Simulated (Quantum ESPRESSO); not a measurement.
# A series of runs on CrO₂ (P4_2/mnm, 6 atoms in the cell)

```
CELL_PARAMETERS angstrom
      4.31924     0.00000     0.00000
      0.00000     4.31924     0.00000
      0.00000     0.00000     2.85445
ATOMIC_POSITIONS crystal
  Cr 0.00000 0.00000 0.50000
  Cr 0.50000 0.50000 0.00000
  O  0.19726 0.19726 0.00000
  O  0.80274 0.80274 0.00000
  O  0.30274 0.69726 0.50000
  O  0.69726 0.30274 0.50000
```
Moments meant for the start (each program seeds them in its own way; μB, in the order of the atoms Cr Cr O O O O): 3.0 3.0 0.0 0.0 0.0 0.0.

Base run A: PBE, SSSP 1.1.2 efficiency (PBE) pseudopotentials run with Quantum ESPRESSO 7.5, self-consistent single point.

Its settings: ecutwfc = 55 Ry; ecutrho = 440 Ry; occupations = smearing; smearing = gauss; degauss = 0.0073499 Ry; nspin = 2; potentials = {Cr: cr_pbe_v1.5.uspp.F.UPF, O: O.pbe-n-kjpaw_psl.0.1.UPF}; K_POINTS = automatic 4 4 6 0 0 0; conv_thr = 1e-10 Ry; mixing_beta = 0.3.

The starting cell comes from a database of computed structures (which also holds hypothetical and non-ambient phases and stackings), without a prior relaxation at this level. Its lattice was rescaled by a random factor within 2.5 % of one. The magnetic order is the one reached from the typed start; others were not searched systematically. In the base run, with a pressure of about 23 GPa the cell is away from its equilibrium volume at this level. Without a gap this mesh is coarse (it stands for a supercell whose shortest vector is 17 Å).

A dash stands where there is no value to compare (another energy zero or no entropy term, no result, no spin, no clean gap, or a mesh too coarse for one). 

Runs:
- B: HUBBARD: default → ortho-atomic; U Cr-3d 1 eV [PBE+U]
- C: HUBBARD: default → ortho-atomic; U Cr-3d 2 eV [PBE+U]
- D: HUBBARD: default → ortho-atomic; U Cr-3d 3 eV [PBE+U]
- E: HUBBARD: default → ortho-atomic; U Cr-3d 4 eV [PBE+U]
- F: HUBBARD: default → ortho-atomic; U Cr-3d 5 eV [PBE+U]
- G: HUBBARD: default → ortho-atomic; U Cr-3d 6 eV [PBE+U]
- H: HUBBARD: default → ortho-atomic; U Cr-3d 7 eV [PBE+U]
- I: HUBBARD: default → ortho-atomic; U Cr-3d 8 eV [PBE+U]

```csv
run,pressure (GPa),largest force (eV/Å),size of the net moment (μB/atom),Hubbard energy (eV/atom)
A,22.52,0.136,0.67,–
B,___,0.197,0.67,0.274
C,26.17,0.303,0.67,0.527
D,28.33,0.404,0.67,0.759
E,30.78,0.461,0.67,0.973
F,33.61,0.486,0.67,1.166
G,___,0.473,0.67,1.332
H,___,0.447,0.67,1.461
I,46.55,0.422,0.67,1.551
```

Problem. Complete the blanks.

Solution. 
- B, pressure (GPa): 24.23
- G, pressure (GPa): 37.15
- H, pressure (GPa): 41.53
